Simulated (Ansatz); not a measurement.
Consider TaAgO$_{3}$ (space group R-3c, No. 167; a = 5.477 Å, c = 13.804 Å (hexagonal axes); a cell from a computed database, its experimental status unchecked).

Calculations: PBEsol (Ansatz, a quantum-chemistry and plane-wave program), no spin-orbit coupling.

Before the change:

| Quantity | Result |
|---|---|
| Width of the top valence band | 0.35 eV |
| Smallest direct gap | 1.87 eV |
| Volume per atom | 11.95 Å³ |

One thing is altered: cell and atoms relaxed at a pressure of 10 GPa.

### Question
Estimate the effect on the width of the top valence band, smallest direct gap and volume per atom.

### Answer
The width of the top valence band rises by 0.045 eV (0.35 eV → 0.40 eV); the smallest direct gap decreases by 0.03 eV to 1.84 eV; the volume per atom drops by 0.53 Å³, from 11.95 Å³ to 11.42 Å³.

Spin-orbit coupling, missing from the scalar runs, can matter with Ta. Load acts through the strain it causes; cell and atoms are relaxed under it. Stability against distortions was not tested. Competing high-pressure phases were not computed.
